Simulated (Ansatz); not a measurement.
BN (model structure, within 0.1 Å of P6/mmm, No. 191, 6 atoms in the cell) was calculated with r²SCAN+rVV10 (plane waves, PAW; Ansatz, a first-principles code).

Numerical settings: plane-wave cutoff 560 eV, 12×12×6 k mesh (along the axes of the cell as run), Fermi–Dirac smearing 0.01 eV, scalar-relativistic PAW data made under PBE.

Cell (relaxed at this level):

```yaml
crystal:
  lattice:
    - [3.70915, 0.00000, 0.00000]
    - [-1.85457, 3.21222, 0.00000]
    - [0.00000, 0.00000, 7.81923]
  atoms:
    - { symbol: B, position: [0.00020, 0.00020, 0.50000] }
    - { symbol: B, position: [0.99980, 0.00000, 0.83333] }
    - { symbol: B, position: [0.00000, 0.99980, 0.16667] }
    - { symbol: N, position: [0.99958, 0.99958, 0.00000] }
    - { symbol: N, position: [0.00042, 0.00000, 0.33333] }
    - { symbol: N, position: [0.00000, 0.00042, 0.66667] }
```

Problem. What does this level give for the band gap, smallest direct gap on the k points sampled and Γ–Γ gap?

Solution. 
band gap: 2.92 eV (indirect)
smallest direct gap on the k points sampled: 3.11 eV
Γ–Γ gap: 5.49 eV

The computed numbers hold no vibrational or temperature effects.

A model structure was made by putting elements into a prototype or built by hand; it is no filed structure, need not be a known phase, and can be a saddle point held by its symmetry.
